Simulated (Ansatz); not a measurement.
# Hypothetical rutile HfS2, pressure series

Consider HfS₂ in the rutile structure (space group P4_2/mnm, No. 136; a hypothetical phase, not in the database extracts checked).

```yaml
crystal:
  lattice:
    - [6.02373, 0.00000, 0.00000]
    - [0.00000, 6.02373, 0.00000]
    - [0.00000, 0.00000, 3.65201]
  atoms:
    - { symbol: Hf, position: [0.00000, 0.00000, 0.00000] }
    - { symbol: Hf, position: [0.50000, 0.50000, 0.50000] }
    - { symbol: S, position: [0.30105, 0.30105, 0.00000] }
    - { symbol: S, position: [0.80105, 0.19895, 0.50000] }
    - { symbol: S, position: [0.19895, 0.80105, 0.50000] }
    - { symbol: S, position: [0.69895, 0.69895, 0.00000] }
```

Cell and atoms are relaxed at each pressure.

Level of theory: PBEsol/PAW in Ansatz (a first-principles code), no spin-orbit coupling.

```json
[
 {"pressure (GPa)": "-2", "volume per atom (Å³/atom)": "22.574"},
 {"pressure (GPa)": "0", "volume per atom (Å³/atom)": "22.086"},
 {"pressure (GPa)": "0.3", "volume per atom (Å³/atom)": "22.017"},
 {"pressure (GPa)": "0.7", "volume per atom (Å³/atom)": "21.928"},
 {"pressure (GPa)": "1.5", "volume per atom (Å³/atom)": "21.757"},
 {"pressure (GPa)": "3", "volume per atom (Å³/atom)": "21.451"},
 {"pressure (GPa)": "5", "volume per atom (Å³/atom)": "?"},
 {"pressure (GPa)": "7.5", "volume per atom (Å³/atom)": "20.655"},
 {"pressure (GPa)": "10", "volume per atom (Å³/atom)": "20.270"}
]
```

**Question.** Fit the third-order Birch–Murnaghan form P(V) = (3B₀/2)[(V₀/V)^(7/3) − (V₀/V)^(5/3)]·[1 + (3/4)(B₀′ − 4)((V₀/V)^(2/3) − 1)] (squares taken in P) to the rows shown and predict the withheld row.

**Answer.** Least squares on the printed values gives V₀ = 22.086 Å³/atom, B₀ = 96.4 GPa, B₀′ = 4.4; this predicts 21.077 Å³/atom, and the run gives 21.079 Å³/atom, 0.002 higher.

Load acts through the strain it causes; cell and atoms are relaxed under it. No phonon test of stability was made. No other phases were tried under pressure. The final runs are not spin-polarised.
